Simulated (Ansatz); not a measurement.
# Mo (I4/mmm): band-structure transport figures

Data:

```yaml
crystal:
  lattice:
    - [-1.56609, 1.56609, 1.55803]
    - [1.56609, -1.56609, 1.55803]
    - [1.56609, 1.56609, -1.55803]
  atoms:
    - { symbol: Mo, position: [0.00000, 0.00000, 0.00000] }
```

All values below come from PBEsol, rigid bands (plane waves, PAW, scalar-relativistic; Ansatz, a first-principles code). Condition of this run: uniaxial stress zz = 2 GPa (compression positive) (the target of the relaxation). Cell: cell and atoms relaxed with PBEsol, then loaded as said.

```json
{
  "density of states at the Fermi level": "0.583 states/(eV·cell), both spins",
  "bare Sommerfeld coefficient": "1.38 mJ/(mol of atoms·K²)",
  "drude_plasma_energy": "8.9 eV",
  "root-mean-square Fermi velocity": "8.9e5 m/s",
  "resistivity times τ": "6.2 ×10⁻²² Ω·m·s",
  "resistivity_times_mean_free_path": "5.9 ×10⁻¹⁶ Ω·m²"
}
```

A metal at this level (no band gap); rigid bands, thermally averaged at 300 K, both spins. Spin-orbit coupling is left out. τ is one relaxation time for all states; the product of resistivity and mean free path takes one path for all states instead.
